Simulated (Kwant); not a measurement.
Device: quantum point contact (saddle potential) in a Si two-dimensional gas. Effective mass 0.19 mₑ, grid spacing 6.7 nm, hard walls, nominal width 200 nm (29 grid rows, so walls 201 nm apart), one parabolic valley, scattering region 600 nm long along x; energies count from the band bottom; Fermi energy 0.00203 eV. Potential (V0 + ½k y²) cos²(πx/L) for |x| < L/2, with V0 swept from 0.0021315 to 0 eV, k = 1.7e-06 eV/nm², L = 280 nm.

Constants are typed, rounded textbook-type inputs, not results; the design itself was drawn at random and stands for no fabricated device.

Kwant, effective-mass tight-binding model on a square grid, one spin, coherent transport at 0 K. Conductance is in e²/h.

Sweep values stay those of the base run.

Base results: mean G (e²/h) over the sweep 1.16; G (e²/h) at V0 = 1.081 meV 1.01; G (e²/h) at V0 = 0.5560 meV 1.99; G (e²/h) at V0 = 1.606 meV 0.56.

Q: What follows from this one change: curvature of the confinement 1.7e-06 → 8.5e-07 eV/nm²?

A: mean G over the sweep 1.16 → 1.67 e²/h; G at V0 = 1.081 meV 1.01 → 1.79 e²/h; G at V0 = 0.5560 meV 1.99 → 2.63 e²/h; G at V0 = 1.606 meV 0.56 → 0.88 e²/h.

Q: What follows from this one change: Fermi energy 0.00203 → 0.0041 eV?

A: mean G over the sweep 1.16 → 3.78 e²/h; G at V0 = 1.081 meV 1.01 → 3.92 e²/h; G at V0 = 0.5560 meV 1.99 → 4.28 e²/h; G at V0 = 1.606 meV 0.56 → 3.02 e²/h.
